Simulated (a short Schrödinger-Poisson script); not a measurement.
**MOS inversion layer, Si3N4 on p-type Si(100)**

System: MOS inversion layer, Si3N4 on p-type Si(100), at 300 K.

```csv
layer,material,thickness (nm),Na (cm⁻³)
1,Si3N4,1.6,-
2,Si,1500,8.6e16
```

Constants are typed, rounded textbook-type inputs, not results; the design itself was drawn at random and stands for no fabricated device. Si3N4: permittivity 7.5, conduction-band edge (eV) 1.95, gap (eV) 5.1, electron mass (mₑ) 0.5. Si: permittivity 11.7, conduction-band edge (eV) 0, gap (eV) 1.124, Nv at 300 K (cm⁻³) 3.1e19.

Channel valleys (confinement mass, in-plane density-of-states mass, number): Δ2 0.916, 0.19, 2; Δ4 0.19, 0.417, 4. At the gate the conduction-band edge of layer 1 lies 1.97 eV − eVg above the Fermi level of the channel; the field vanishes at the back. Gaps are held at their typed values at every temperature. Mesh 0.03 nm at interfaces.

Solved with a short Schrödinger-Poisson script written for these runs: 1D Poisson equation in equilibrium, electrons quantum, Hartree (BenDaniel-Duke, 12 states a valley, the channel's in-plane mass for all, wave functions ending at the dielectric), parabolic valleys, classical holes, full ionisation, no traps, pinning or gate leakage.

```csv
Vg (V),electrons (cm⁻²),C (μF/cm²),Δ2 E0 (meV),Δ2 E1 (meV),Δ4 E0 (meV),Δ4 E1 (meV)
-0.25,1.83e7,0.103,347.2,380.0,377.4,431.7
-0.2,1.12e8,0.0997,299.5,333.2,330.5,386.3
-0.15,6.94e8,0.0997,251.8,286.3,283.6,340.8
-0.1,4.27e9,0.117,204.2,239.5,236.7,295.3
-0.05,2.52e10,0.224,157.6,193.8,191.0,250.9
0,1.22e11,0.607,115.7,153.5,150.6,212.2
0.05,3.83e11,1.17,83.9,124.6,121.7,185.5
0.1,8.13e11,1.61,61.7,106.4,103.4,169.7
0.15,1.36e12,1.90,45.4,94.6,91.5,160.3
0.2,1.98e12,2.10,32.7,86.3,83.2,154.2
0.25,2.66e12,2.25,22.1,80.1,77.0,150.0
0.3,3.38e12,2.36,13.0,75.2,72.1,147.0
0.35,4.13e12,2.45,5.0,71.2,68.1,144.6
0.4,4.91e12,2.53,-2.3,67.8,64.8,142.8
0.45,5.70e12,2.59,-9.0,64.9,61.8,141.2
0.5,6.52e12,2.64,-15.3,62.3,59.2,139.9
0.55,7.35e12,2.68,-21.2,59.9,56.9,138.8
0.6,8.19e12,2.72,-26.9,57.8,54.7,137.9
0.65,9.04e12,2.75,-32.4,55.7,52.7,137.0
0.7,9.91e12,2.78,-37.6,53.9,50.9,136.2
0.75,1.08e13,2.80,-42.8,52.1,49.1,135.5
```

Subbands count from the Fermi level.
